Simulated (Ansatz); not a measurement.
Start from InAs in the zinc blende structure (space group F-43m, No. 216; a = 6.087 Å).

Computed with PBEsol in Ansatz (plane waves to 420 eV, PAW, no spin-orbit coupling).

Base values:

The band gap comes out as zero.

Now apply this change: P takes the place of As on all its sites, then cell and atoms are relaxed.

Problem. How does this affect the band gap and hole mass?

Solution. The band gap changes from zero to 0.57 eV; the hole mass (degenerate bands, along [100]) comes out as 0.045, 0.43, 0.43 mₑ (at Γ).

Effective masses come from finite differences of ±0.01 Å⁻¹. Whether these cells are dynamically stable was not tested. All final runs are without spin polarisation. A zero or small gap of InAs can be the functional's error rather than a property of the material.

Ansatz is a first-principles code.
